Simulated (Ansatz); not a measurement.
Candidates (primitive cells; geometry: cell and atoms relaxed with PBEsol):
A. MgO (Fm-3m), a = b = c = 2.9798 Å, α = β = γ = 60.00°
B. CaS (Fm-3m), a = 3.983 Å, b = 3.983 Å, c = 3.983 Å, α = 60.00°, β = 60.00°, γ = 60.00°
C. KF (Fm-3m), a = b = c = 3.7523 Å, α = β = γ = 60.00°

### Question
Put the candidates in order of Seebeck coefficient, p-type 1e19 cm⁻³, lowest first, for PBEsol, rigid bands run with Ansatz (an electronic-structure program).

### Answer
B (356 μV/K), A (507 μV/K), C (704 μV/K)

Seebeck coefficients are for the stated density at 300 K, with one relaxation time for all states and whether or not that doping can be reached. Spin-orbit coupling is left out.
